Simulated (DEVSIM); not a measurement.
Structure: Al0.35Ga0.65As/GaAs p-n heterojunction, at 400 K.

Layer 1 from the left is Al0.35Ga0.65As, thickness (μm) 0.0540, Na (cm⁻³) 4e16, τn (s) 4e-9, τp (s) 4e-9. Layer 2 from the left is GaAs, thickness (μm) 2.00, Nd (cm⁻³) 2.3e17, τn (s) 4e-9, τp (s) 4e-9.

Left contact: ohmic. Right contact: ohmic. Voltage is applied to the left contact. Recombination: SRH at mid-gap, radiative, Auger. Mobility is μmin + (μ − μmin)/(1 + (N/Nref)^α).

This is a model device: material constants are rounded textbook-type values typed into the input, and sizes, dopings and lifetimes were drawn at random. Values at 300 K; Nc and Nv go as T^1.5, mobilities as T to minus their exponent, the gap by Varshni's rule with the affinity fixed.

Al0.35Ga0.65As: gap (eV) 1.8604, affinity (eV) 3.7935, permittivity 11.91, Nc (cm⁻³) 7.44e17, Nv (cm⁻³) 9e18, μn (cm²/Vs) 3495, μp (cm²/Vs) 176, μn,min 500, μp,min 20, Nref,n 6e16, Nref,p 1.5e17, αn 0.39, αp 0.38, T exponent of μn 2.1, T exponent of μp 2.2, B (cm³/s) 2e-10, Cn (cm⁶/s) 1e-30, Cp (cm⁶/s) 1e-30, Varshni α (eV/K) 0.000541, Varshni β (K) 204. GaAs: gap (eV) 1.424, affinity (eV) 4.07, permittivity 12.9, Nc (cm⁻³) 4.7e17, Nv (cm⁻³) 9e18, μn (cm²/Vs) 8500, μp (cm²/Vs) 400, μn,min 500, μp,min 20, Nref,n 6e16, Nref,p 1.5e17, αn 0.39, αp 0.38, T exponent of μn 2.1, T exponent of μp 2.2, B (cm³/s) 2e-10, Cn (cm⁶/s) 1e-30, Cp (cm⁶/s) 1e-30, Varshni α (eV/K) 0.000541, Varshni β (K) 204.

Simulated with DEVSIM: 1D drift-diffusion, Boltzmann statistics, complete ionisation; no tunnelling, impact ionisation, image-force lowering or self-heating. Band offsets follow the typed affinities; no thermionic-emission limit at abrupt steps, no polarisation charge.

Task: What does the simulation give for the largest field in the device at zero bias, the dark forward voltage at 1 A/cm², the potential step across the device at zero bias?

Result: largest field in the device at zero bias 180000 V/cm; dark forward voltage at 1 A/cm² 0.949 V; potential step across the device at zero bias 1.296 V.
